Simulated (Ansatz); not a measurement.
Start from a 12-atom supercell of K in the bcc (W type) structure (space group Im-3m, No. 229; a = 5.212 Å) at its relaxed geometry.

Calculations: PBEsol (Ansatz, an electronic-structure program; PAW; 420 eV plane waves; scalar-relativistic without spin-orbit coupling), earlier PAW set.

One neutral defect a cell, atoms relaxed at fixed cell.

One change was made to it. Results:

```json
[
 {"quantity": "largest displacement of a host atom from its site in the perfect cell", "base": "–", "after": "0.52 Å"},
 {"quantity": "pressure", "base": "0.0 GPa", "after": "0.0 GPa"}
]
```

### Question
What was done to the base?
(A) Rb on a K site
(B) Li interstitial (started 2.75 Å from the nearest host atom)
(C) H interstitial (started 2.63 Å from the nearest host atom)
(D) Cs on a K site, symmetric start

### Answer
C, H interstitial (started 2.63 Å from the nearest host atom). For comparison, the largest displacement of a host atom from its site in the perfect cell in the other runs: Li interstitial (started 2.75 Å from the nearest host atom) gives 0.83 Å; Cs on a K site, symmetric start gives 0.11 Å; Rb on a K site gives 0.06 Å.

The cell is small, so the values are those of an ordered compound at a high defect concentration; dilute-limit values will differ. Defects with a symmetric start kept the site's symmetry and may sit on a saddle; the others started slightly shaken. All final runs are without spin polarisation.
